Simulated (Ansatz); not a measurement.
## Step by step: formation energy of KCl (rock salt, Fm-3m) from the elements

Consider the formation energy of KCl (rock salt, Fm-3m) from the elements. Reaction: K (bcc) + 1/2 Cl2 (gas) → KCl (rock salt). Negative: the products are lower in energy. The value is per atom of the solid.

KCl (rock salt, Fm-3m), 2 atoms in the cell. Conventional cell: a = 6.378 Å, b = 6.378 Å, c = 6.378 Å, α = 90.00°, β = 90.00°, γ = 90.00°.

Method: Ansatz (a first-principles code), PAW, neutral cells at 0 K with nuclei at rest, on structures from PBE. Ansatz runs with its PAW set soft_1. Other levels take these structures. The lattices are those relaxed with PBE, so at other levels the solids can be strained. Space groups of crystals are read within 0.01 Å.

Total energies of the cells in eV, at zero smearing width. They compare only within one column; the weights balance every element.

| cell | atoms | weight | PBE+D3(BJ) |
|---|---|---|---|
| KCl (rock salt) | 2 | +2 | -2621.60030 |
| K (bcc) | 1 | −2 | -1537.89806 |
| Cl2 (gas) | 2 | −1 | -2158.91673 |

PBE+D3(BJ): 2 × (-2621.60030) − 2 × (-1537.89806) − (-2158.91673) = -8.488 eV; dividing by 4 atoms gives -2.12 eV/atom.

What follows from the PBE+D3(BJ) value: A formula unit of KCl has 2 atoms, so it forms with -2.1219 × 2 = -4.244 eV, or -409.5 kJ/mol at 96.485 kJ/mol per eV.
